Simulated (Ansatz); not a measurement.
# InP, response to strain

Take InP in the zinc blende structure (space group F-43m, No. 216) as the base.

```
CELL_PARAMETERS angstrom
      0.00000     2.91346     2.91346
      2.91346     0.00000     2.91346
      2.91346     2.91346     0.00000
ATOMIC_POSITIONS crystal
  In 0.00000 0.00000 0.00000
  P  0.25000 0.25000 0.25000
```

Cartesian axes are those of the cell as printed.

Strains are applied to the cell and any free atomic positions relax.

All numbers come from Ansatz (a quantum-chemistry and plane-wave program), LDA, PAW, cutoff 420 eV, no spin-orbit coupling.

Candidates:
(a) uniaxial strain ε_zz = +1.50 %
(b) uniaxial strain ε_zz = −3.00 %
(c) uniaxial strain ε_zz = +1.00 %

Base values:

| Property | Result |
|---|---|
| Band gap | 0.58 eV |

Q: Order them by band gap, lowest first.

A: (a) uniaxial strain ε_zz = +1.50 % (0.47 eV), (c) uniaxial strain ε_zz = +1.00 % (0.51 eV), (b) uniaxial strain ε_zz = −3.00 % (0.64 eV)

Gaps are read on the SCF mesh and a high-symmetry path. Whether these cells are dynamically stable was not tested.
